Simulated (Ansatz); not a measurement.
## CO on the 1x1 (10-10) surface of wurtzite ZnO (cut with top plane O + Zn), one in a 2x1 cell, started at the site 'top O'

Host crystal: wurtzite ZnO, with a band gap (PBE, scalar-relativistic without spin-orbit coupling).

All values below come from r2SCAN, at the PBE geometry (plane waves to 500 eV, PAW; Ansatz, a quantum-chemistry and plane-wave program).

Slab: 34 atoms, 9.4 Å thick at the start under the adsorbate (thin: gaps and levels are the slab's own); k 3x4x1, smearing 0.01 eV, dipole-corrected; single point; on the structure that PBE left under its start's symmetry; no spin, no spin-orbit, no U, no dispersion correction. At the end it is bonded to Zn. In PBE it is, or lies within 0.03 eV of, the lowest of the starts that converged; the order may differ at this level.

| Quantity | Result |
|---|---|
| adsorption energy against CO(g) at the same level | -0.43 eV |
| change of the step from the bottom to the top vacuum level, against the clean slab | -0.86 eV |
| height of the binding atom over the mean of the host atoms within 0.3 Å of the top one | 3.290 bohr |
| nearest host atoms of the binding atom | Zn at 2.19 Å, O at 2.73 Å, O at 3.17 Å |
| note | in the relaxation the adsorbate left its starting site by 2.1 Å |
| cost | about 5 core-minutes (a rough figure) |

A negative adsorption energy means that the adsorbate is more stable on the surface than in its reference.
